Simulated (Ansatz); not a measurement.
Take MgTe in the wurtzite structure (space group P6_3mc, No. 186; a = 4.5609 Å, c = 7.4128 Å) as the base.

Level of theory: Kohn–Sham DFT with the PBEsol functional, run in Ansatz (a first-principles code) with PAW and 420 eV plane waves, no spin-orbit coupling, earlier PAW set.

One thing is altered: a hydrostatic pressure of 1.8 GPa.

**Question.** What does the calculation give for the mean gap deformation potential ΔEg/Δln V after the change?

**Answer.** The mean gap deformation potential ΔEg/Δln V is -4.4 eV.

Spin-orbit coupling, missing from the scalar runs, can matter with Te. Load acts through the strain it causes; cell and atoms are relaxed under it. No phonon test of stability was made.
